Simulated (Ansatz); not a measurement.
Given:

```
CELL_PARAMETERS angstrom
      3.19564     0.00000     0.00000
      0.00000     3.19564     0.00000
      1.59782    -1.59782     3.91184
ATOMIC_POSITIONS crystal
  Mo 0.00000 0.00000 0.00000
  Si 0.66473 0.33527 0.67053
  Si 0.33527 0.66473 0.32947
```

No spin polarisation.

The values are results of Ansatz (an electronic-structure program) r2SCAN, no spin-orbit coupling, not measurements. k-mesh 14×14×14 (Γ-centred); smearing 0.05 eV (Fermi–Dirac).

Predict the pressure (mean of the normal stresses, compression positive).

0.6 GPa.

What band gap does the calculation give?

Zero.

Predict the space group.

I4/mmm (No. 139).

The mesh was chosen for an insulator and is coarse for the gapless case. The cells carry an imposed strain or load. No phonon test of stability was made. All final runs are without spin polarisation. The cell was made from MoSi2 (space group I4/mmm, No. 139) by this change: biaxial strain −0.19 %, plane normal [001], relaxed out of plane.
